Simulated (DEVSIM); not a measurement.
Device: Ni/Si3N4/p-Si capacitor, at 300 K.

Layer 1 from the left is Si3N4, thickness (nm) 24.0. Layer 2 from the left is Si, thickness (nm) 2600, Na (cm⁻³) 4.8e16.

Metal gate on the left, work function 5.1 eV. Fixed charge at the semiconductor interface -1.9e11 cm⁻² (in units of +e); no interface traps.

Constants are typed, rounded textbook-type inputs, not results; the design itself was drawn at random and stands for no fabricated device. Values at 300 K.

Si3N4: gap (eV) 5.1, affinity (eV) 2.1, permittivity 7.5. Si: gap (eV) 1.124, affinity (eV) 4.05, permittivity 11.7, Nc (cm⁻³) 2.86e19, Nv (cm⁻³) 3.1e19.

DEVSIM, 1D Poisson equation in equilibrium, Boltzmann statistics, complete ionisation; no quantum confinement or tunnelling. Metal contacts follow the ideal Schottky-Mott rule: no Fermi-level pinning, no interface dipoles.

Question: What does the simulation give for the minimum of the low-frequency capacitance, the flat-band voltage?

Answer: minimum of the low-frequency capacitance 0.0622 μF/cm²; flat-band voltage 0.20 V.
